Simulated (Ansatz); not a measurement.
# Li (space group R-3m, No. 166)

```yaml
crystal:
  lattice:
    - [1.53076, 0.88379, 7.47032]
    - [-1.53076, 0.88379, 7.47032]
    - [0.00000, -1.76757, 7.47032]
  atoms:
    - { symbol: Li, position: [0.77776, 0.77776, 0.77776] }
    - { symbol: Li, position: [0.22224, 0.22224, 0.22224] }
    - { symbol: Li, position: [0.00000, 0.00000, 0.00000] }
```

Calculations: PBEsol/PAW in Ansatz (a program for electronic structure), spin-orbit coupling left out. Γ-centred 18×18×18 mesh, Fermi–Dirac width 0.05 eV.

```yaml
volume_per_atom: 20.21 Å³
density: 0.57 g/cm³
band_gap: zero
total_energy: -203.000 eV/atom (σ→0; compares only within this code and set-up)
```

Whether these cells are dynamically stable was not tested. This is not the structure that Li has at room temperature and ambient pressure.
